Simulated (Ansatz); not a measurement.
Worked example: self-consistent single point of Ag3Te4P (P1, 8 atoms in the cell) in Ansatz (an electronic-structure program).

Method of the run: PBE (plane waves, PAW; Ansatz).

```
CELL_PARAMETERS angstrom
      6.52526     0.00000     0.00000
      0.00000     6.52526     0.00000
      0.00000     0.00000     6.52526
ATOMIC_POSITIONS crystal
  P  0.99676 0.99858 0.00043
  Ag 0.50158 0.00192 0.99908
  Ag 0.00243 0.99700 0.49476
  Ag 0.00377 0.50411 0.99753
  Te 0.23753 0.23850 0.24023
  Te 0.23649 0.76388 0.76127
  Te 0.76229 0.23422 0.76564
  Te 0.75916 0.76180 0.24106
```

Reference input (self-consistent single point, DFT, PBE, plane waves, default PAW files): basis.ecutwfc = 420 eV; kpoints.mp_grid.grid = 3 3 3; hamiltonian.xc = pbe; hamiltonian.pseudopotentials = {kind: paw} (the program's default PAW files); scf.occupations.method = methfessel_paxton; scf.occupations.width = 0.1 eV. This run's input differs from it in these lines:

```diff
@@ -25,4 +25,4 @@
   occupations:
-    method: methfessel_paxton
-    width: 0.1
+    method: gaussian
+    width: 0.2
 output:
```

Output (repeated stretches shortened):

```
SCF iter   1: F=—  HF=-51445.766164 eV  |F-HF|=—  |Δ(HF+E_count)|=         —  Δρ=2.04e-3  dr2=3.82e-2  ethr=1.77e-3  ⟨swp⟩=7.6  Hψ=4333  notcnv=0
all-band conjugate gradients solve this SCF's bands
preconditioner: auto → LDOS
SCF iter   2: F=—  HF=-51445.766356 eV  |F-HF|=—  |Δ(HF+E_count)|=   1.93e-4  Δρ=1.83e-3  dr2=1.40e-2  ethr=3.03e-5  ⟨swp⟩=3.0  Hψ=2019  notcnv=0
   [... lines left out ...]
SCF iter   6: F=—  HF=-51445.762816 eV  |F-HF|=—  |Δ(HF+E_count)|=   5.03e-5  Δρ=3.22e-5  dr2=5.25e-6  ethr=2.30e-8  ⟨swp⟩=2.0  Hψ=1672  notcnv=0
SCF iter   7: F=—  HF=-51445.762815 eV  |F-HF|=—  |Δ(HF+E_count)|=   7.75e-7  Δρ=2.00e-5  dr2=2.04e-6  ethr=4.16e-9  ⟨swp⟩=2.0  Hψ=1690  notcnv=0
SCF iter   8: F=—  HF=-51445.762815 eV  |F-HF|=—  |Δ(HF+E_count)|=   4.83e-7  Δρ=5.69e-6  dr2=1.82e-7  ethr=1.62e-9  ⟨swp⟩=2.0  Hψ=1690  notcnv=0
SCF iter   9: F=-51445.762815 eV  HF=-51445.762815 eV  |F-HF|=2.69e-9  |Δ(HF+E_count)|=  8.44e-10  Δρ=1.78e-6  dr2=2.12e-8  ethr=7.94e-11  ⟨swp⟩=11.3  Hψ=5282  notcnv=0
SCF 1 converged in 9 iterations: F = -51445.762815 eV  dr2 = 2.12e-8
Free energy (F): -51445.762815 eV
Internal energy: -51445.544874 eV  (E = F + TS)
E sigma→0 (E₀):  -51445.653844 eV
Entropy (-TS):   -0.217941 eV (-27.243 meV/atom)
Fermi energy:    6.306250 eV
--- Forces (eV/Å), atoms counted from 1 ---
  atom   1  P      0.09322269     0.01806959     0.07534542
  atom   2  Ag    -0.12586033    -0.05237720     0.07925002
  atom   3  Ag    -0.06837385     0.05687879     0.09192401
  atom   4  Ag    -0.08356070    -0.07818487     0.07841445
  atom   5  Te     0.01292278     0.04228517    -0.11999474
  atom   6  Te     0.08577817     0.02750591    -0.00903646
  atom   7  Te     0.12625345     0.09563043    -0.12519871
  atom   8  Te    -0.04039164    -0.10980862    -0.07070338
--- Stress (GPa, compression-positive) ---
        0.561774       0.223003      -0.075199
        0.223003       0.527356      -0.310481
       -0.075199      -0.310481       0.561670
  P = ⅓ Tr σ = 0.5503 GPa (5.503 kbar)
  The stress holds the Pulay correction. Without it, at fixed plane waves, as pw.x and ABINIT print it: P = 0.5214 GPa
```

The run converged in 9 iterations. Against the reference run the free energy falls by 17.1 meV/atom, the pressure goes from 0.44 to 0.55 GPa and the largest force goes from 0.192 to 0.202 eV/Å.

The starting cell was generated: these elements placed on a structure prototype, without a prior relaxation; it need not be a known phase or ordering of this composition. Its atoms were displaced at random from the sites of space group no. 215. Spin-orbit coupling is off. Ansatz's pressure includes its estimate of the finite-basis (Pulay) stress. The run gives no clean gap (levels at the Fermi energy touch, overlap or are partly filled at this smearing), which alone does not show that the compound is a metal.

Keys are those of Ansatz 0.2.
